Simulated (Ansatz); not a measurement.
## Ansatz run on CaPb3 (P4mm, 4 atoms in the cell): self-consistent single point

Computed with PBEsol, default PAW files made with PBE (plane waves; Ansatz, a quantum-chemistry and plane-wave program).

The input file:

Ansatz 0.2 input:
```yaml
crystal:
  lattice:
    - [4.902767, 0.000000, 0.000000]
    - [0.000000, 4.902767, 0.000000]
    - [0.000000, 0.000000, 4.902767]
  atoms:
    - { symbol: Ca, position: [0.000000, 0.000000, 0.010198] }
    - { symbol: Pb, position: [0.000000, 0.500000, 0.500000] }
    - { symbol: Pb, position: [0.500000, 0.000000, 0.500000] }
    - { symbol: Pb, position: [0.500000, 0.500000, 0.000000] }
basis:
  ecutwfc: 420.0
kpoints:
  mp_grid: { grid: [7, 7, 7] }
hamiltonian:
  xc: pbesol
  pseudopotentials: { kind: paw }
scf:
  occupations: { method: gaussian, width: 0.1 }
output:
  forces: true
  eigenvalues: true
  stress: true
```

Output (repeated stretches shortened):

```
WARN ansatz: RAYON_NUM_THREADS=1 ignored (pool sized by the plan → 1); use --threads N
Pseudopotentials: kind: paw
Pseudopotential: Ca, paw, valence charge 10
Pseudopotential: Pb, paw, valence charge 14
Crystal: 4 atoms, lattice volume = 117.848 Å³
Basis set: ecut = 420 eV, 2325 PW (Γ), exchange–correlation on 72×72×72 points (8 copies of the dense FFT grid, shifted against one another)
Bands: 32, of which v1, the nominal top of the filled ones, is band 26 counted from 1 (25 counted from 0)
Symmetry: 8 space group operations
Space group: P4mm (ITA 99), of the structure as read, at distance tolerance 4.9e-5 Å
k-points: 40 of 343 (time reversal used)
PAW frozen core: Ca, regenerated for the run's functional, and the local potential with it
PAW frozen core: Pb, regenerated for the run's functional, and the local potential with it
Initial density: superposition of atomic densities (neutral atoms: chi_scale 0, normalization atom), corrected by the library's trained network
Initial wavefunctions: pseudopotential atomic-orbital guess
Eigensolver: davidson
Functional: x = pbesol(κ = 0.804, μ = 0.12345679012345678), c = pbesol(β = 0.046)
SCF iter   1: F=—  HF=-37059.965566 eV  |F-HF|=—  |Δ(HF+E_count)|=         —  Δρ=2.91e-3  dr2=1.78e-2  ethr=1.77e-3  ⟨swp⟩=10.2  Hψ=7154  notcnv=0
all-band conjugate gradients solve this SCF's bands
preconditioner: auto → Resta (q_TF=auto, 2.381 Å⁻¹)
SCF iter   2: F=—  HF=-37059.961470 eV  |F-HF|=—  |Δ(HF+E_count)|=   4.10e-3  Δρ=1.19e-3  dr2=2.09e-3  ethr=3.43e-5  ⟨swp⟩=2.1  Hψ=2775  notcnv=0  defer=30
SCF iter   3: F=—  HF=-37059.960834 eV  |F-HF|=—  |Δ(HF+E_count)|=   6.36e-4  Δρ=2.52e-4  dr2=8.30e-5  ethr=4.01e-6  ⟨swp⟩=2.1  Hψ=2232  notcnv=0  defer=30
SCF iter   4: F=—  HF=-37059.960834 eV  |F-HF|=—  |Δ(HF+E_count)|=   3.21e-7  Δρ=6.31e-5  dr2=5.82e-6  ethr=1.60e-7  ⟨swp⟩=2.0  Hψ=1561  notcnv=0  defer=32
SCF iter   5: F=—  HF=-37059.960834 eV  |F-HF|=—  |Δ(HF+E_count)|=   2.73e-7  Δρ=1.54e-5  dr2=3.11e-7  ethr=1.12e-8  ⟨swp⟩=2.6  Hψ=2179  notcnv=0  defer=34
SCF iter   6: F=-37059.960834 eV  HF=-37059.960834 eV  |F-HF|=2.12e-9  |Δ(HF+E_count)|=  9.24e-10  Δρ=2.25e-6  dr2=6.30e-9  ethr=1.92e-10  ⟨swp⟩=9.7  Hψ=5748  notcnv=0
SCF 1 converged in 6 iterations: F = -37059.960834 eV  dr2 = 6.30e-9
SCF converged after 6 iterations
Free energy (F): -37059.960834 eV
Harris-Foulkes:  -37059.960834 eV  (|F-HF|=2.12e-9)
Internal energy: -37059.949310 eV  (E = F + TS)
E sigma→0 (E₀):  -37059.955072 eV
Entropy (-TS):   -0.011525 eV (-2.881 meV/atom)
Fermi energy:    10.315751 eV
--- Per-component energies (eV) ---
  E_band       = -251.499653
  E_kinetic    = 1148.080757
  E_local      = -3800.434430  (includes V_loc(G=0)·N_el)
  E_nonlocal   = 1119.319672
  E_hartree    = 1463.320258
  E_xc         = -792.799597
  E_vxc        = -568.769520  (∫ρ·V_xc dr)
  E_paw        = -31606.786370  (= ΣΔE_a)
  E_vpaw       = -1076.339274  (= ΣTr[D̂ρ^β])
  E_aug_tail   = 0.000129  (compensation charges beyond the density's cutoff)
  E_ewald      = -4590.954874
  E_core_change = 0.305144  (= ΣΔE_core)
  E_smearing   = -0.011525  (= −TS)
  E_closure    = 0.000000  (closes the sum)
  Σ components = -37059.960834   (vs F -37059.960834, Δ=0.00e0)
--- Forces (eV/Å), atoms counted from 1 ---
  atom   1  Ca     0.00000000     0.00000000    -0.14297555
  atom   2  Pb     0.00000000     0.00000000     0.07920212
  atom   3  Pb     0.00000000     0.00000000     0.07920212
  atom   4  Pb     0.00000000     0.00000000    -0.01542187
  max |Σ_I F_I| component: 6.82e-6 eV/Å
--- Stress (GPa, compression-positive) ---
       -0.916741       0.000000       0.000000
        0.000000      -0.916741       0.000000
        0.000000       0.000000      -0.918037
  P = ⅓ Tr σ = -0.9172 GPa (-9.172 kbar)
  The stress holds the Pulay correction. Without it, at fixed plane waves, as pw.x and ABINIT print it: P = -0.9323 GPa
--- Band table (eV; the first three rows and the last of 40) ---
  k-point 0: bands = ["-31.0415", "-12.1488", "-12.1487", "-12.1487", "-6.7289", "-6.7288", "-6.7288", "-6.7112", "-6.5735", "-6.5732", "-6.4754", "-6.4754", "-6.4749", "-6.4159", "-6.4156", "-6.3019", "-6.2777", "-6.2775", "-6.2775", "-0.8532", [...]
  k-point 1: bands = ["-31.0414", "-12.1513", "-12.1490", "-12.1490", "-6.7256", "-6.7088", "-6.7088", "-6.6972", "-6.5707", "-6.5605", "-6.4783", "-6.4747", "-6.4747", "-6.4267", "-6.4156", "-6.3125", "-6.3009", "-6.3009", "-6.2777", "-0.7299", [...]
  k-point 2: bands = ["-31.0413", "-12.1569", "-12.1498", "-12.1498", "-6.7177", "-6.6601", "-6.6526", "-6.6526", "-6.5639", "-6.5266", "-6.4862", "-6.4740", "-6.4740", "-6.4574", "-6.4152", "-6.3639", "-6.3639", "-6.3415", "-6.2777", "-0.3732", [...]
  k-point 39: bands = ["-31.0409", "-12.1562", "-12.1556", "-12.1555", "-6.6385", "-6.6238", "-6.6238", "-6.6101", "-6.5922", "-6.5922", "-6.5791", "-6.4626", "-6.4484", "-6.4482", "-6.4403", "-6.4398", "-6.3183", "-6.3182", "-6.3031", "1.8259", [...]
```

The run converged in 6 iterations.

The starting cell comes from a database of computed structures (which also holds hypothetical and non-ambient phases and stackings), without a prior relaxation at this level. Its lattice was rescaled by up to half a per cent. One atom was moved a little off its site on purpose. Spin-orbit coupling is off. Ansatz's pressure includes its estimate of the finite-basis (Pulay) stress.
